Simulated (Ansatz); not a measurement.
Worked example: self-consistent single point of AlSn (P-6m2, 2 atoms in the cell) in Ansatz (a first-principles code).

Method of the run: LDA (PW92), PAW files made with PBE (plane waves; Ansatz).

The change in words: lattice scaled by 0.98. Reference geometry:
```yaml
crystal:
  lattice:
    - [4.19811, 0.00000, 0.00000]
    - [-2.09905, 3.63567, 0.00000]
    - [0.00000, 0.00000, 3.30685]
  atoms:
    - { symbol: Al, position: [0.00000, 0.00000, 0.00000] }
    - { symbol: Sn, position: [0.33333, 0.66667, 0.50000] }
```

Reference input (self-consistent single point, DFT, LDA (PW92), plane waves, PAW files made with PBE): kpoints.mp_grid.grid = 7 7 8; hamiltonian.xc = lda; hamiltonian.pseudopotentials = {kind: paw} (the program's default PAW files); scf.occupations.method = gaussian; scf.occupations.width = 0.1 eV. This run's input differs from it in these lines:

```diff
@@ -3,5 +3,5 @@
   lattice:
-    - [4.19811000, 0.00000000, 0.00000000]
-    - [-2.09905500, 3.63567000, 0.00000000]
-    - [0.00000000, 0.00000000, 3.30685000]
+    - [4.11414800, 0.00000000, 0.00000000]
+    - [-2.05707400, 3.56295700, 0.00000000]
+    - [0.00000000, 0.00000000, 3.24071300]
   atoms:
```

Log, with long lists cut:

```
SCF iter   1: F=—  HF=-6392.206999 eV  |F-HF|=—  |Δ(HF+E_count)|=         —  Δρ=1.96e-2  dr2=2.11e-1  ethr=3.10e-3  ⟨swp⟩=5.9  Hψ=3350  notcnv=0
all-band conjugate gradients solve this SCF's bands
preconditioner: auto → none
SCF iter   2: F=—  HF=-6392.128765 eV  |F-HF|=—  |Δ(HF+E_count)|=   7.82e-2  Δρ=8.11e-3  dr2=3.18e-2  ethr=1.24e-3  ⟨swp⟩=3.0  Hψ=1269  notcnv=0  defer=22
SCF iter   3: F=—  HF=-6392.119367 eV  |F-HF|=—  |Δ(HF+E_count)|=   9.40e-3  Δρ=1.91e-3  dr2=2.07e-3  ethr=1.87e-4  ⟨swp⟩=1.4  Hψ=551  notcnv=0  defer=22
SCF iter   4: F=—  HF=-6392.118603 eV  |F-HF|=—  |Δ(HF+E_count)|=   7.64e-4  Δρ=4.07e-4  dr2=4.85e-5  ethr=1.22e-5  ⟨swp⟩=2.5  Hψ=819  notcnv=0  defer=22
SCF iter   5: F=—  HF=-6392.118588 eV  |F-HF|=—  |Δ(HF+E_count)|=   1.47e-5  Δρ=2.89e-5  dr2=2.80e-7  ethr=2.85e-7  ⟨swp⟩=2.1  Hψ=836  notcnv=0  defer=22
SCF iter   6: F=-6392.118588 eV  HF=-6392.118588 eV  |F-HF|=1.82e-9  |Δ(HF+E_count)|=   1.70e-8  Δρ=5.09e-6  dr2=6.40e-9  ethr=5.88e-10  ⟨swp⟩=8.4  Hψ=2600  notcnv=0
SCF 1 converged in 6 iterations: F = -6392.118588 eV  dr2 = 6.40e-9
Free energy (F): -6392.118588 eV
Internal energy: -6392.116257 eV  (E = F + TS)
E sigma→0 (E₀):  -6392.117423 eV
Entropy (-TS):   -0.002331 eV (-1.165 meV/atom)
Fermi energy:    8.389010 eV
--- Forces (eV/Å), atoms counted from 1 ---
  atom   1  Al     0.00000000    -0.00000000     0.00000000
  atom   2  Sn     0.00000000     0.00000000     0.00000000
--- Stress (GPa, compression-positive) ---
       -0.214949       0.000000       0.000000
        0.000000      -0.214949       0.000000
        0.000000       0.000000       0.788985
  P = ⅓ Tr σ = 0.1197 GPa (1.197 kbar)
  The stress holds the Pulay correction. Without it, at fixed plane waves, as pw.x and ABINIT print it: P = 0.1090 GPa
```

The run converged in 6 iterations. Against the reference run the free energy drops by 14.3 meV/atom and the pressure goes from -3.03 to 0.12 GPa.

The starting cell comes from a database of computed structures (which also holds hypothetical and non-ambient phases and stackings), without a prior relaxation at this level. For this run, on top of that: lattice scaled by 0.98. Ansatz's pressure includes its estimate of the finite-basis (Pulay) stress.

Keys are those of Ansatz 0.2.
